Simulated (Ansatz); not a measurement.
A computed series for TiSi2: point defects

Base system: a 12-atom supercell of TiSi₂ (space group Cmcm, No. 63; a = 3.546 Å, b = 13.563 Å, c = 3.580 Å) at its relaxed geometry.

One neutral defect a cell, atoms relaxed at fixed cell.

Method: PBE (Ansatz, a quantum-chemistry and plane-wave program; PAW; 420 eV plane waves; without spin-orbit coupling).

```tsv
variant	largest displacement of a host atom from its site in the perfect cell	pressure
perfect supercell	–	0.0 GPa
Hf on a Ti site, symmetric start	0.07 Å	5.1 GPa
Ti vacancy, symmetric start	0.15 Å	-2.4 GPa
Si on a Ti site (antisite)	1.39 Å	…
Ti interstitial (started 1.72 Å from the nearest host atom)	0.52 Å	…
H interstitial (started 1.80 Å from the nearest host atom)	…	1.9 GPa
```

Q: Complete the table.

A: 
- Si on a Ti site (antisite), pressure: 2.3 GPa
- Ti interstitial (started 1.72 Å from the nearest host atom), pressure: 25.7 GPa
- H interstitial (started 1.80 Å from the nearest host atom), largest displacement of a host atom from its site in the perfect cell: 0.10 Å

In so small a cell the defect repeats every few ångströms: this is an ordered compound, not a dilute defect. Defects with a symmetric start kept the site's symmetry and may sit on a saddle; the others started slightly shaken. The final runs are not spin-polarised.
